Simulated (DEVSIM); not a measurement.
System: abrupt Si n-p junction, at 300 K.

Layer 1 from the left is Si, thickness (μm) 1.20, Nd (cm⁻³) 3.4e17, τn (s) 1.3e-7, τp (s) 1.3e-7. Layer 2 from the left is Si, thickness (μm) 25.0, Na (cm⁻³) 2.9e16, τn (s) 1.3e-7, τp (s) 1.3e-7.

Left contact: ohmic. Right contact: ohmic. Voltage is applied to the left contact. Recombination: SRH at mid-gap. Mobility is μmin + (μ − μmin)/(1 + (N/Nref)^α).

This is a model device: material constants are rounded textbook-type values typed into the input, and sizes, dopings and lifetimes were drawn at random. Values at 300 K.

Si: gap (eV) 1.124, affinity (eV) 4.05, permittivity 11.7, Nc (cm⁻³) 2.86e19, Nv (cm⁻³) 3.1e19, μn (cm²/Vs) 1417, μp (cm²/Vs) 470, μn,min 52, μp,min 45, Nref,n 9.7e16, Nref,p 2.2e17, αn 0.68, αp 0.72.

Estimate by hand the built-in potential, the peak field at zero bias, the capacitance at 3 V, and compare with a numerical solution.


- Built-in potential: ni = √(Nc Nv) exp(−Eg/2kT) = 1.08e10 cm⁻³ with Eg = 1.124 eV; Vbi = kT/q ln(Na Nd/ni²) = 0.829 V; numerical 0.829 V.
- Peak field at zero bias: depletion approximation: W = √(2εVbi/(qN)) = 0.200 μm with N = 2.67e16 cm⁻³; field = 2Vbi/W = 82800 V/cm; numerical 80800 V/cm (estimate above by 2.5 %).
- Capacitance at 3 V: C = √(qεN / 2(Vbi + |V|)) = 24.1 nF/cm²; numerical 24.2 nF/cm² (estimate below by 0.69 %).

Simulated with DEVSIM: 1D drift-diffusion, Boltzmann statistics, complete ionisation; no tunnelling, impact ionisation, image-force lowering or self-heating.
